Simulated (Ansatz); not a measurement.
# A computed series for Nb: response to strain

The parent structure is Nb in the bcc (W type) structure (space group Im-3m, No. 229; relaxed with 0.1 eV smearing).

```xyz
1
Lattice="-1.6365 1.6365 1.6365 1.6365 -1.6365 1.6365 1.6365 1.6365 -1.6365" Properties=species:S:1:pos:R:3 pbc="T T T"
Nb     0.0000     0.0000     0.0000
```

Cartesian axes are those of the cell as printed.

Strains are applied to the cell and any free atomic positions relax; under biaxial strain the out-of-plane vector relaxes too.

Computed with PBEsol (Ansatz, a quantum-chemistry and plane-wave program, PAW, spin-orbit coupling left out).

Notes on the quantities. energy relative to the base: free energy F.

```csv
change,energy relative to the base,volume per atom
base,0 meV/atom,17.53 Å³
"biaxial strain −3.00 %, plane normal [001], relaxed out of plane",+28 meV/atom,17.02 Å³
"biaxial strain −2.50 %, plane normal [001], relaxed out of plane",+19 meV/atom,17.11 Å³
"biaxial strain −2.00 %, plane normal [001], relaxed out of plane",+12 meV/atom,17.19 Å³
"biaxial strain −1.50 %, plane normal [001], relaxed out of plane",+6.6 meV/atom,17.28 Å³
"biaxial strain −1.00 %, plane normal [001], relaxed out of plane",+2.9 meV/atom,17.36 Å³
"biaxial strain +1.00 %, plane normal [001], relaxed out of plane",+2.6 meV/atom,17.69 Å³
"biaxial strain +1.50 %, plane normal [001], relaxed out of plane",(withheld),(withheld)
"biaxial strain +2.00 %, plane normal [001], relaxed out of plane",+10 meV/atom,17.83 Å³
"biaxial strain +2.50 %, plane normal [001], relaxed out of plane",+15 meV/atom,17.90 Å³
```

Question: What belongs in the blanks?

Answer: 
- biaxial strain +1.50 %, plane normal [001], relaxed out of plane, energy relative to the base: +5.8 meV/atom
- biaxial strain +1.50 %, plane normal [001], relaxed out of plane, volume per atom: 17.76 Å³

Stability against distortions was not tested. The final runs are not spin-polarised.
